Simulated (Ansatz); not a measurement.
The starting structures come from a database of crystals and need not be the phases stable at ambient conditions.

 Where the default PAW files enter, the runs use the earlier of Ansatz's two default sets.

Inside the gap of an insulator the Bloch states are evanescent, with a wavenumber k + iκ along the transport direction.

Data:

```yaml
crystal:
  lattice:
    - [5.10317, 0.00000, 0.00000]
    - [0.00000, 5.19972, 0.00000]
    - [0.00000, -0.19762, 7.69055]
  atoms:
    - { symbol: W, position: [0.73167, 0.74584, 0.71676] }
    - { symbol: W, position: [0.26833, 0.25416, 0.28324] }
    - { symbol: W, position: [0.23167, 0.25416, 0.78324] }
    - { symbol: W, position: [0.76833, 0.74584, 0.21676] }
    - { symbol: O, position: [0.96536, 0.45929, 0.21601] }
    - { symbol: O, position: [0.03464, 0.54071, 0.78399] }
    - { symbol: O, position: [0.46536, 0.54071, 0.28399] }
    - { symbol: O, position: [0.53464, 0.45929, 0.71601] }
    - { symbol: O, position: [0.31710, 0.25168, 0.00606] }
    - { symbol: O, position: [0.68290, 0.74832, 0.99394] }
    - { symbol: O, position: [0.81710, 0.74832, 0.49394] }
    - { symbol: O, position: [0.18290, 0.25168, 0.50606] }
    - { symbol: O, position: [0.96272, 0.03325, 0.78377] }
    - { symbol: O, position: [0.03728, 0.96675, 0.21623] }
    - { symbol: O, position: [0.46272, 0.96675, 0.71623] }
    - { symbol: O, position: [0.53728, 0.03325, 0.28377] }
```

Space group of this cell: P2_1/c. The cell is strained (lengths across the current scaled by 0.98, ions clamped); by PBEsol its mean pressure is 9.2 GPa.

Transport runs along the normal of the first two printed cell vectors.

The gap is the functional's own. No spin-orbit coupling. Mid-gap values are interpolated on the energy grid.

**Question.** Estimate the band gap and the smallest decay constant κ at mid-gap that PBEsol in Ansatz (an electronic-structure program) returns for this system.

**Answer.** Gap 2.00 eV on a 6×6×4 mesh; κ = 0.284 1/Å, at (0.500, 0.500) of the in-plane reciprocal vectors. At the zone centre, at the nearest computed energy, the slowest state has κ = 0.29 1/Å.
